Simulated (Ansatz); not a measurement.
The parent structure is KTaO₃ in the cubic perovskite structure (space group Pm-3m, No. 221; a = 4.023 Å).

One thing is altered: cell and atoms relaxed at a pressure of 4.2 GPa.

Levels (all Ansatz, an electronic-structure program, PAW, earlier PAW set): PBE (420 eV, no SOC); r2SCAN (500 eV, without spin-orbit coupling); HSE06 (420 eV, spin-orbit coupling left out); PBE+SOC (420 eV, with spin-orbit coupling).

One geometry, relaxed with PBE, under each level:

Notes on the quantities. electron mass: degenerate bands, along [100]; hole mass: degenerate bands, along [100].

| level | band gap | lowest conduction level above the VBM at special points | electron mass | hole mass | pressure |
|---|---|---|---|---|---|
| PBE | 2.22 eV | Γ 2.22 eV; X 2.38 eV; M 5.06 eV; R 6.47 eV | – | – | 4.20 GPa |
| r2SCAN | ? | ? | – | – | ? |
| HSE06 | 3.58 eV | Γ 3.58 eV; X 3.74 eV; M 6.64 eV | – | – | – |
| PBE+SOC | 2.08 eV | Γ 2.08 eV; X 2.36 eV; M 4.91 eV; R 6.32 eV | 0.27, 0.75 mₑ (at Γ) | 1.0, 2.8 mₑ (at R) | 4.02 GPa |

Task: Give the withheld r2SCAN results.

Result: 
- r2SCAN, band gap: 2.63 eV
- r2SCAN, lowest conduction level above the VBM at special points: Γ 2.63 eV; X 2.78 eV; M 5.47 eV; R 6.90 eV
- r2SCAN, pressure: -0.87 GPa

Single points use the geometry relaxed with PBE. Their cutoffs differ, which shifts pressures a little. The hybrid gap comes from the SCF mesh plus the semilocal run's edge points and a few special points and is an upper bound. Differences between runs with and without spin-orbit coupling are approximate. With Ta present, leaving out spin-orbit coupling can change the band edges. Load acts through the strain it causes; cell and atoms are relaxed under it. Effective masses come from finite differences of ±0.01 Å⁻¹. No phonon test of stability was made.
